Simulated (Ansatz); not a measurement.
ZnSnO₃ (R3c, No. 161, 10 atoms in the cell; start mp-13334), treated with HSE06+SOC in Ansatz (plane waves, PAW).

Numerical settings: plane-wave cutoff 460 eV, 6×6×6 k mesh, Fermi–Dirac smearing 0.01 eV, PAW data made under PBE.

Cell (relaxed with PBEsol):

```cif
data_O6Sn2Zn2
_chemical_formula_sum 'Zn2 Sn2 O6'
_space_group_name_H-M_alt 'P 1'
_space_group_IT_number 1
_cell_length_a 5.57675
_cell_length_b 5.57675
_cell_length_c 5.57675
_cell_angle_alpha 56.485
_cell_angle_beta 56.485
_cell_angle_gamma 56.485
loop_
_space_group_symop_operation_xyz
  'x, y, z'
loop_
_atom_site_label
_atom_site_type_symbol
_atom_site_fract_x
_atom_site_fract_y
_atom_site_fract_z
_atom_site_occupancy
Zn1 Zn 0.71545 0.71545 0.71545 1
Zn2 Zn 0.21545 0.21545 0.21545 1
Sn1 Sn 0.99779 0.99779 0.99779 1
Sn2 Sn 0.49779 0.49779 0.49779 1
O1 O 0.39425 0.78881 0.10512 1
O2 O 0.78881 0.10512 0.39425 1
O3 O 0.10512 0.39425 0.78881 1
O4 O 0.60512 0.28881 0.89425 1
O5 O 0.89425 0.60512 0.28881 1
O6 O 0.28881 0.89425 0.60512 1
```

Q: Estimate the band gap that the calculation returns.

A: 
* **band gap**: 3.05 eV (on the SCF k mesh) (direct)

Note: cell and atoms aren't relaxed at this level (pressure -1.4 GPa).

Static lattice: no zero-point or thermal effects.

Computing time: very roughly 70 core-minutes.

A start named mp-… is a Materials Project structure, which need not be a measured phase.

Ansatz is an electronic-structure program.
